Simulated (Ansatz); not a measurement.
ZrAl3 (I4/mmm, No. 139), treated with rVV10 (Ansatz, a first-principles code, plane waves, PAW).

Input file:

Ansatz 0.2 input:
```yaml
crystal:
  lattice:
    - [-2.0079310799, 2.0079310799, 8.6621650809]
    - [2.0079310799, -2.0079310799, 8.6621650809]
    - [2.0079310799, 2.0079310799, -8.6621650809]
  atoms:
    - { symbol: Zr, position: [0.1189042864, 0.1189042864, 0.0] }
    - { symbol: Zr, position: [0.8810957136, 0.8810957136, 0.0] }
    - { symbol: Al, position: [0.5, 0.0, 0.5] }
    - { symbol: Al, position: [0.0, 0.5, 0.5] }
    - { symbol: Al, position: [0.75, 0.25, 0.5] }
    - { symbol: Al, position: [0.25, 0.75, 0.5] }
    - { symbol: Al, position: [0.3747407792, 0.3747407792, 0.0] }
    - { symbol: Al, position: [0.6252592208, 0.6252592208, 0.0] }
basis:
  ecutwfc: 520
  ecutrho_ratio: 4
  xc_grid: 2
kpoints:
  mp_grid: { grid: [20, 20, 20] }
hamiltonian:
  xc: { exchange: rpw86, correlation: pbe }
  dispersion: rvv10
  pseudopotentials: { kind: paw }
scf:
  occupations: { method: fermi_dirac, width: 0.05 }
  convergence: { dr2_threshold: 0.0000000008 }
output:
  forces: true
  stress: true
  eigenvalues: true
```

Excerpt of the program's output:

```
Crystal: 8 atoms, lattice volume = 139.696 Å³
Basis set: ecut = 520 eV, 3777 PW (Γ), FFT grids on a1+a3, a2+a3, a3, exchange–correlation on 60×60×144 points (8 copies of the dense FFT grid, shifted against one another)
Bands: 29, of which v1, the nominal top of the filled ones, is band 21 counted from 1 (20 counted from 0)
Symmetry: 16 space group operations
Space group: I4/mmm (ITA 139), of the structure as read, at distance tolerance 5.2e-5 Å
k-points: 641 of 8000
Functional: x = rpw86, c = pbe(β = 0.06672455060314922) + rvv10(b = 6.3, C = 0.0093)
SCF iter   1: F=—  HF=-11725.844898 eV  |F-HF|=—  |Δ(HF+E_count)|=         —  Δρ=3.62e-3  dr2=3.98e-2
SCF iter   2: F=—  HF=-11725.836247 eV  |F-HF|=—  |Δ(HF+E_count)|=   8.65e-3  Δρ=1.60e-3  dr2=6.12e-3
  ...
SCF iter   7: F=—  HF=-11725.834983 eV  |F-HF|=—  |Δ(HF+E_count)|=   1.40e-8  Δρ=9.06e-7  dr2=1.53e-9
SCF iter   8: F=-11725.834983 eV  HF=-11725.834983 eV  |F-HF|=3.64e-12  |Δ(HF+E_count)|=  7.55e-10  Δρ=2.02e-7  dr2=7.93e-11
SCF 1 converged in 8 iterations: F = -11725.834983 eV  dr2 = 7.93e-11
SCF converged after 8 iterations
Free energy (F): -11725.834983 eV
Internal energy: -11725.817437 eV  (E = F + TS)
E sigma→0 (E₀):  -11725.826210 eV
Fermi energy:    10.265371 eV
--- Stress (GPa, compression-positive) ---
        0.000030       0.000000       0.000000
        0.000000       0.000030       0.000000
        0.000000       0.000000       0.001016
  P = ⅓ Tr σ = 0.0004 GPa (0.004 kbar)
```

The PAW data were made under PBE.

It cost around 6 core-minutes (rough) of CPU time.
